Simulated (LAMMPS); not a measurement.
Melting of Ni (fcc) at zero pressure by solid-liquid coexistence, with several potentials.

Potentials compared:
- EAM-type CuNi.eam.alloy: classical MD, pair style eam/alloy, file CuNi.eam.alloy (LAMMPS); Onat and Durukanoglu, J Phys Cond Matt, 26, 035404 (2014)
- EAM-type Ni.adp: classical MD, pair style adp, file Ni.adp (LAMMPS); Mishin et al, Acta Mater, 53, 4029 (2005)
- EAM-type NiAlH_jea.eam.alloy: classical MD, pair style eam/alloy, file NiAlH_jea.eam.alloy (LAMMPS); Moody and Baskes, Modell Sim Mater Sci Eng, 3, 289-307 (1995)
- EAM-type smf7: classical MD, pair style eam, the elements' _smf7.eam files (smf7) (LAMMPS); Foiles, Phys Rev B 32, 7685 (1985)
- EAM-type universal-3 set of Foiles, Baskes and Daw: classical MD, pair style eam, the elements' _u3.eam files (universal-3 set of Foiles, Baskes and Daw) (LAMMPS); Foiles et al, Phys Rev B, 33, 7983 (1986)
- MEAM MoCoNiVFeAlCr_2nn.meam: classical MD, pair style meam, file MoCoNiVFeAlCr_2nn.meam (LAMMPS); Wang, J., Kwon, H., Kim, H.S. et al. A neural network model for high entropy alloy design. npj Comput Mater 9, 60 (2023).
- MEAM library.meam-Ni: classical MD, pair style meam, file library.meam (library.meam-Ni) (LAMMPS); Baskes, Phys Rev B, 46, 2727-2742 (1992)

Task: The measured melting point is 1728 K (Wikipedia, Melting points of the elements (data page)). Which of these potentials comes closest, and which is furthest off?

Result: Closest: EAM-type universal-3 set of Foiles, Baskes and Daw (1710 ± 34 K). Furthest: MEAM library.meam-Ni (2130 ± 43 K). All: EAM-type universal-3 set of Foiles, Baskes and Daw 1710 ± 34 K; EAM-type Ni.adp 1800 ± 36 K; EAM-type smf7 1810 ± 36 K; EAM-type CuNi.eam.alloy 1570 ± 31 K; EAM-type NiAlH_jea.eam.alloy 1440 ± 29 K; MEAM MoCoNiVFeAlCr_2nn.meam 2030 ± 41 K; MEAM library.meam-Ni 2130 ± 43 K.

Caution: the error of the potential's melting point is set to 2 % at least, a picked allowance for cell size and run length.

Caution: the potential MEAM library.meam-Ni is a first-neighbour MEAM set with a 4 Å cutoff, used here without a parameter file and away from the static properties it was fitted to.
